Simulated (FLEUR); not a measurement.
A self-consistent single point of LiCd3 (P6_3/mmc, 8 atoms in the cell) with FLEUR.

Method: PBEsol, all-electron FLAPW (FLEUR), scalar-relativistic valence run with FLEUR.

The change in words: lattice scaled by 0.98. Reference geometry:
```
LiCd3
1.0
    6.11013     0.00000     0.00000
   -3.05506     5.29153     0.00000
    0.00000     0.00000     4.84924
Li Cd
2 6
Cartesian
  3.05507   1.76384   1.21231
  0.00000   3.52769   3.63693
  4.55315   0.89892   3.63693
 -1.49808   4.39260   1.21231
  1.49808   4.39260   1.21231
  1.55698   0.89892   3.63693
  3.05506   3.49368   3.63693
  0.00000   1.79785   1.21231
```

Reference input (self-consistent single point, DFT, PBEsol, all-electron FLAPW (FLEUR), scalar-relativistic valence): Kmax = 4.2 1/bohr; GmaxXC = 16.8 1/bohr; xcFunctional = PBEs; jspins = 1; l_soc = F; mode = hist; fermiSmearingEnergy = 0.00499791 Htr; mesh (inpgen div1-3) = 4 4 5; inpgen gamma flag = true; Gmax = 16.8 1/bohr; numbands = 0; maxIterBroyd = 99. This run's input differs from it in these lines:

```diff
@@ -3,5 +3,5 @@
 &input film=f /
-6.1101301152 -0.0000000267 0.0000000000
--3.0550650345 5.2915279136 0.0000000000
-0.0000000000 0.0000000000 4.8492400000
+5.9879270589 0.0000002363 0.0000000000
+-2.9939637341 5.1856968308 0.0000000000
+0.0000000000 0.0000000000 4.7522550000
 1.8897261246
@@ -50,5 +50,5 @@
          <bravaisMatrix>
-            <row-1>   11.5464725033986468    -0.0000000504556875     0.0000000000000000</row-1>
-            <row-2>   -5.7732362080466499     9.9995385373800527     0.0000000000000000</row-2>
-            <row-3>    0.0000000000000000     0.0000000000000000     9.1637355124553039</row-3>
+            <row-1>   11.3155421954025730     0.0000004465422832     0.0000000000000000</row-1>
+            <row-2>   -5.6577714844337370     9.7995467754181860     0.0000000000000000</row-2>
+            <row-3>    0.0000000000000000     0.0000000000000000     8.9804604242609720</row-3>
          </bravaisMatrix>
```

Output (repeated stretches shortened):

```
 Iteration:     1   Distance:       7.22893179 me/bohr^3
 Iteration:     2   Distance:       6.31933726 me/bohr^3
 Iteration:     3   Distance:       2.99998134 me/bohr^3
 Iteration:     4   Distance:       1.32324455 me/bohr^3
 Iteration:     5   Distance:       0.96292505 me/bohr^3
   [... 5 lines left out ...]
 Iteration:    11   Distance:       0.00069968 me/bohr^3
 Iteration:    12   Distance:       0.00059502 me/bohr^3
 Iteration:    13   Distance:       0.00005338 me/bohr^3
 Iteration:    14   Distance:       0.00000925 me/bohr^3
 Reset of history
 Run finished successfully
 Stop message:
   Structural relaxation: new displacements generated

[file out, last iteration]
             iter=     15
[...]
          total density-effective poten   -5.5343265954E+04
          total charge density-energy d   -9.1648296383E+02
 Updated energy parameters for spin:           1
[...]
 fermi energy and band-weighting factors:
   [... 8 lines left out ...]

[...]
FERMIE:
          first approx. to ef    (T=0)  :   0.255868 htr   (energy of the highest occ. eigenvalue)
          number of occ. states  (T=0)  :        660
          first approx. to seigv (T=0)  : -77.392907 htr
          sum of weights of occ. states :  55.025000
          sum of semicore charge        :   0.000000 e
FERHIS:  Fermi-Energy by histogram:
          bandgap                     :   0.003986 htr
   [... lines left out ...]
          charge neutrality (T=0)     :   0.050000    (zero if the highest occ. eigenvalue is "entirely" occupied)
     EF_NEWTON:  Adjust Fermi-Energy by Newton-Method.
 Direct bandgap for spin            1 :    6.8137490593428440E-003  Htr
 ---->    free energy=                    -33575.5876088516 htr
   [... lines left out ...]
      extrapolation for T->0
 ---->    total electron energy=          -33575.5840909059 htr
 ***** TOTAL FORCES ON ATOMS *****
 TOTAL FORCE FOR ATOM TYPE=  1  X= -5.658   Y=  3.267   Z=  2.245
                       FX_TOT= 0.000000 FY_TOT= 0.000000 FZ_TOT= 0.000000
 TOTAL FORCE FOR ATOM TYPE=  2  X= -2.883   Y=  1.665   Z= -2.245
                       FX_TOT=-0.000241 FY_TOT= 0.000139 FZ_TOT= 0.000000
```

The run converged in 14 iterations. FLEUR gives forces in its relaxation mode, with a further iteration, so its stop message speaks of a relaxation. Against the reference run the free energy hardly moves (within 1 meV/atom) and the largest force goes from 0.009 to 0.014 eV/Å.

The starting cell comes from a database of computed structures (which also holds hypothetical and non-ambient phases and stackings), without a prior relaxation at this level. For this run, on top of that: lattice scaled by 0.98. Values depend on the basis (sphere radii, cutoffs, local orbitals), which need not be converged. The log's line on a gap gives a spacing of levels on this mesh, which the program prints for metals too.

Cost on one core of a shared machine: roughly 3 min.
